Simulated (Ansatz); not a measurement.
# Rh under load (space group Fm-3m): resistivity and electron-phonon coupling

```
Rh
1.0
    0.00000     1.89862     1.89862
    1.89862     0.00000     1.89862
    1.89862     1.89862     0.00000
Rh
1
Cartesian
  0.00000   0.00000   0.00000
```

Level of theory: PBEsol, DFPT electron-phonon coupling, linearised Boltzmann equation (plane waves, PAW, scalar-relativistic; Ansatz, an electronic-structure program). Condition of this run: hydrostatic pressure -4 GPa (the target of the relaxation). Geometry: relaxed with this functional, without spin-orbit coupling, then loaded as said.

* **resistivity at 300 K**: 4.6 μΩ·cm
* **resistivity at 77 K**: 0.45 μΩ·cm
* **electron mean free path at 300 K (weighted by the current that each state carries)**: 7.8 nm
* **resistivity times mean free path for one path shared by all states (from the Fermi surface's area)**: 3.3 ×10⁻¹⁶ Ω·m²
* **electron-phonon coupling λ**: 0.39
* **transport coupling λ_tr**: 0.42
* **logarithmic mean phonon energy**: 21 meV
* **density of states at the Fermi level**: 0.63 states/(eV·spin·cell)
* **Drude plasma energy**: 10.0 eV
* **Hall coefficient at 300 K**: 6.7 ×10⁻¹¹ m³/C

A metal at this level (no band gap). Only scattering by harmonic phonons is included (no impurities, grain boundaries, electron-electron scattering or thermal expansion). Spin-orbit coupling is left out. Halving the electron mesh (36x36x36) moves the resistivity by up to 5 % at 300 K, the mean free path by up to 2 %, the coupling by up to 2 %. Smearing 0.20 eV; phonons on a 6x6x6 q mesh, which this run doesn't test and which matters most at low temperature.
